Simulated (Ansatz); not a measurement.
**BeTe, response to strain**

The parent structure is BeTe in the zinc blende structure (space group F-43m, No. 216).

```yaml
crystal:
  lattice:
    - [0.00000, 2.80217, 2.80217]
    - [2.80217, 0.00000, 2.80217]
    - [2.80217, 2.80217, 0.00000]
  atoms:
    - { symbol: Be, position: [0.00000, 0.00000, 0.00000] }
    - { symbol: Te, position: [0.25000, 0.25000, 0.25000] }
```

Cartesian axes are those of the cell as printed.

Strains are applied to the cell and any free atomic positions relax; under biaxial strain the out-of-plane vector relaxes too.

Calculations: PBEsol in Ansatz (plane waves to 420 eV, PAW, spin-orbit coupling left out).

```csv
"biaxial strain, plane normal [111], relaxed out of plane (%)",out-of-plane strain (%)
-2.5,1.07
-2.08,0.90
-1.67,0.72
-1.25,0.54
-0.83,0.35
-0.42,?
0,0.00
```

Fit ε⊥ = −νε + γε² (strains in %) to the rows shown and predict the withheld row.

Least squares on the printed values gives ν = 0.43 (the biaxial Poisson response) and γ = -0.001 (largest residual 0.01 %); this predicts 0.18 %, and the run gives 0.18 %, in agreement.

Whether these cells are dynamically stable was not tested.

Ansatz is a quantum-chemistry and plane-wave program.
